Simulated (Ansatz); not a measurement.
Response to strain in BeS

The reference is BeS in the zinc blende structure (space group F-43m, No. 216; a = 4.869 Å).

Strains are applied to the cell and any free atomic positions relax.

Calculations: DFT with r2SCAN, PAW potentials and a 500 eV plane-wave cutoff in Ansatz (a quantum-chemistry and plane-wave program), spin-orbit coupling left out.

Candidates:
(a) isotropic strain +0.50 %
(b) isotropic strain +3.00 %
(c) isotropic strain +2.00 %
(d) isotropic strain +2.50 %

For the base:

The band gap is 3.59 eV.

Order them by band gap, lowest first.

(a) isotropic strain +0.50 % (3.62 eV), (c) isotropic strain +2.00 % (3.71 eV), (d) isotropic strain +2.50 % (3.74 eV), (b) isotropic strain +3.00 % (3.76 eV)

Stability against distortions was not tested.
